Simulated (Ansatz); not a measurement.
Band structure of LaMg6Sb (Amm2, 8 atoms in the cell).

```
LaMg6Sb
1.0
    5.35640     0.00000     0.00000
    0.00000     3.20615     5.96034
    0.00000    -3.20615     5.96034
La Mg Sb
1 6 1
Direct
  0.50000   0.17022   0.17022
  0.50000   0.66507   0.17051
  0.50000   0.17051   0.66507
  0.00000   0.82122   0.33246
  0.00000   0.33246   0.82122
  0.00000   0.33944   0.33944
  0.00000   0.83557   0.83557
  0.50000   0.66552   0.66552
```

Method: LDA (PW92), PAW files made with PBE (plane waves; Ansatz, an electronic-structure program).

Settings: basis.ecutwfc = 420 eV; kpoints.mp_grid.grid = 3 3 3; hamiltonian.xc = lda; hamiltonian.pseudopotentials = {kind: paw} (the program's default PAW files); scf.occupations.method = fermi_dirac; scf.occupations.width = 0.05 eV; kpoints.band_path.npoints = 8.

The starting cell comes from a database of computed structures (which also holds hypothetical and non-ambient phases and stackings), without a prior relaxation at this level. Spin-orbit coupling is off.

Levels in eV from the Fermi level, bands 40 to 47:
| point | 40 | 41 | 42 | 43 | 44 | 45 | 46 | 47 |
|---|---|---|---|---|---|---|---|---|
| Γ | -2.28 | -1.43 | -0.73 | 0.10 | 0.18 | 0.45 | 0.81 | 0.96 |
| X | -2.11 | -1.16 | -0.92 | 0.11 | 0.29 | 0.56 | 1.12 | 1.17 |
| S | -1.67 | -1.35 | -0.36 | -0.10 | -0.05 | 0.30 | 1.19 | 1.33 |
| R | -2.52 | -1.72 | -1.36 | 0.41 | 0.97 | 1.14 | 1.24 | 1.30 |
| A | -1.83 | -0.95 | -0.42 | -0.31 | 0.23 | 0.41 | 1.25 | 1.34 |
| Z | -1.79 | -1.59 | -1.41 | -1.13 | -0.87 | -0.30 | 0.04 | 0.99 |
| Y | -1.52 | -1.28 | -0.67 | -0.26 | -0.22 | -0.07 | 0.42 | 0.97 |
| X1 | -2.11 | -1.16 | -0.92 | 0.11 | 0.29 | 0.56 | 1.12 | 1.17 |
| A1 | -1.83 | -0.95 | -0.42 | -0.31 | 0.23 | 0.41 | 1.25 | 1.34 |
| T | -1.65 | -1.44 | -0.18 | -0.12 | 0.66 | 0.76 | 0.86 | 0.88 |

Bands cross the Fermi level along this path, so the cell is metallic at this level.

Keys are those of Ansatz 0.2.
